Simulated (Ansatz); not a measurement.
The cell is built on a prototype and need not be the phase stable at ambient conditions.

By r2SCAN, the system below comes out a metal.

The ballistic (Sharvin) conductance counts the channels at the Fermi level: G/A = (e²/h) × channels of both spins per area.

Input:

```
As
1.0
    4.68220     0.00000     0.00000
   -2.34110     4.05490     0.00000
    2.34110     1.35163     0.95575
As
1
Direct
  0.00000   0.00000   0.00000
```

Space group of this cell: Im-3m, bcc (W type). The cell was relaxed by PBE-D3(BJ); by r2SCAN its mean pressure is 3.3 GPa.

The current flows along the normal of the first two printed cell vectors. No spin-orbit coupling; the value is a mean over 0.1 eV about the Fermi level.

**Question.** Compute, with r2SCAN (Ansatz, a program for electronic structure), the ballistic conductance per area.

**Answer.** 1.6 × 10¹⁵ S/m² for both spins.
